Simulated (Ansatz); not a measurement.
We consider KCSN (Pbcm, No. 57), described by r²SCAN0 (PAW; Ansatz, an electronic-structure program).

Settings: plane-wave cutoff 520 eV, 4×4×4 k mesh, Fermi–Dirac smearing 0.01 eV, scalar-relativistic PAW data made under PBE.

Cell (measured lattice):

KCNS has the orthorhombic space group Pbcm (No. 57), Pearson symbol oP16. Cell: a = 6.7070 Å, b = 6.6910 Å, c = 7.6210 Å, α = β = γ = 90.00°. K on 4c is coordinated by 4 N at 3.011–3.071 Å and 4 S at 3.311–3.408 Å. C on 4d is coordinated by 1 N at 1.170 Å and 1 S at 1.630 Å (linear). S on 4d sees 1 C at 1.630 Å and 4 K at 3.311–3.408 Å. N on 4d has 1 C at 1.170 Å and 4 K at 3.011–3.071 Å. (Neighbours: up to the widest gap in distance over summed covalent radii, below 1.35, at either atom; cation-cation and far metal-metal contacts left out.)

Q: Predict the band gap and smallest direct gap on the k points sampled.

A: 
band gap: 6.33 eV (indirect)
smallest direct gap on the k points sampled: 6.40 eV

Note: cell and atoms aren't relaxed at this level (largest force component 0.21 eV/Å, pressure -0.5 GPa).

The computed numbers hold no vibrational or temperature effects.
